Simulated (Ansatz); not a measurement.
The parent structure is GeS2 in the 2H-MoS2 type structure (space group P6_3/mmc, No. 194; a = 3.428 Å, c = 10.622 Å; a hypothetical phase, not in the database extracts checked; layered, stacked along the Cartesian z axis). Axes: x lies along a and z along c of the hexagonal cell.

Level of theory: PBE-D3(BJ) in Ansatz (plane waves to 420 eV, PAW, no SOC), earlier PAW set.

Strains are applied to the cell and any free atomic positions relax; under biaxial strain the out-of-plane vector relaxes too; under stress the whole cell relaxes.

One change was made to it. Results:

The volume per atom drops by 0.28 Å³, from 18.01 Å³ to 17.73 Å³; the band gap stays zero.

### Question
Name the change that was made.
A) biaxial strain −2.80 %, plane normal [001], relaxed out of plane
B) isotropic strain −1.15 %
C) isotropic strain +0.85 %
D) uniaxial stress, 3 GPa compression along z

### Answer
D, uniaxial stress, 3 GPa compression along z. For comparison, the volume per atom in the other runs: isotropic strain +0.85 % gives 18.47 Å³; isotropic strain −1.15 % gives 17.40 Å³; biaxial strain −2.80 %, plane normal [001], relaxed out of plane gives 17.40 Å³.

Without a gap, meshes like the base's 16×16×5 leave anisotropic stresses uncertain by several tenths of a GPa, and small strain energies with them. Stability under load was not tested beyond the relaxation. All final runs are without spin polarisation.

Ansatz is an electronic-structure program.
